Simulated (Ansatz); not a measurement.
Take MgO in the rock salt structure (space group Fm-3m, No. 225; a = 4.2141 Å) as the base. Axes: x, y, z lie along the cube axes.

Perturbation: uniaxial strain ε_xx = −0.91 %, all other strain components held at zero; the atoms relax in the strained cell.

Levels (all Ansatz, a first-principles code, PAW): PBEsol (420 eV, no spin-orbit coupling); r2SCAN (500 eV, scalar-relativistic without spin-orbit coupling).

The geometry is relaxed with PBEsol.

* **PBEsol pressure**: 1.50 GPa
* **PBEsol lowest conduction level above the VBM at special points**: Γ 4.70 eV; N 7.79 eV; M 8.89 eV; X 8.99 eV
* **PBEsol gap character**: direct at Γ

With r2SCAN at the same geometry, the pressure falls by 1.09 GPa, from 1.50 GPa to 0.41 GPa; the lowest conduction level above the VBM at special points changes from Γ 4.70 eV; N 7.79 eV; M 8.89 eV; X 8.99 eV to Γ 5.70 eV; N 8.87 eV; M 9.98 eV; X 10.08 eV; the gap character remains direct at Γ.

Single points use the geometry relaxed with PBEsol. Their cutoffs differ, which shifts pressures a little. Stability against distortions was not tested. The base started in P3_121 and relaxed to Fm-3m at this level. k-point labels follow each cell's own Brillouin zone.
